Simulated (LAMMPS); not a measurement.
Melts of Ag (fcc) with 75 % of Ag sites Au cooled to 300 K at several rates.

Computed with classical MD, pair style eam, the elements' _u3.eam files (universal-3 set of Foiles, Baskes and Daw) (LAMMPS).

```tsv
cooling rate (K/s)	energy above the crystal	state	density	coordination number of Ag by Au	rough cost
1e+12	0.046 eV/atom	crystallised	16.7 g/cm³ (one sample)	9.8 (counted to 3.66 Å)	50 core-minutes
1e+13	0.065 eV/atom	partly crystallised	16.6 g/cm³ (one sample)	9.8 (counted to 3.70 Å)	4 core-minutes
1e+14	0.070 eV/atom	glass	16.6 g/cm³ (one sample)	9.7 (counted to 3.70 Å)	3 core-minutes
```

Costs are rough and include melting and analysis.

Caution (rows 1e+12; 1e+13): the cell keeps the atom count and shape of the starting crystal, which eases freezing.
